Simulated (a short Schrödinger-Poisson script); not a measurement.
Solved with a short Schrödinger-Poisson script written for these runs: 1D Poisson equation in equilibrium, electrons quantum, Hartree (BenDaniel-Duke, 40 states a valley, the channel's in-plane mass for all, wave functions free to enter the barrier), parabolic valleys, classical holes, full ionisation, no traps, pinning or gate leakage.

System: gated Al0.33Ga0.67N/GaN polarisation-induced gas, at 20 K.

From the gate side: 20 nm Al0.33Ga0.67N; 6000 nm GaN, acceptors 4e14 cm⁻³.

The device is made up for the run: typed textbook-type constants, with dimensions and the other settings drawn at random. Al0.33Ga0.67N: permittivity 9.3, conduction-band edge (eV) 0.462, gap (eV) 4.09, electron mass (mₑ) 0.24, Nv at 300 K (cm⁻³) 4.6e19. GaN: permittivity 9.5, conduction-band edge (eV) 0, gap (eV) 3.43, Nv at 300 K (cm⁻³) 4.6e19.

Channel valleys (confinement mass, in-plane density-of-states mass, number): Γ 0.2, 0.2, 1. At the gate the conduction-band edge of layer 1 lies 1.27 eV − eVg above the Fermi level of the channel; the field vanishes at the back. Sheet of polarisation charge: +1.6e13 e/cm² at 20 nm from the gate. The barrier under the gate holds no holes. Gaps are held at their typed values at every temperature. Mesh 0.08 nm at interfaces.

**Question.** Give the capacitance at Vg = 0.5 V (μF/cm²); the sheet density of all electrons at Vg = 0.5 V (cm⁻²); the lowest subband against the Fermi level at Vg = 0.5 V (meV).

**Answer.** capacitance at Vg = 0.5 V (μF/cm²): 0.397; sheet density of all electrons at Vg = 0.5 V (cm⁻²): 1.40e13; lowest subband against the Fermi level at Vg = 0.5 V (meV): -149.
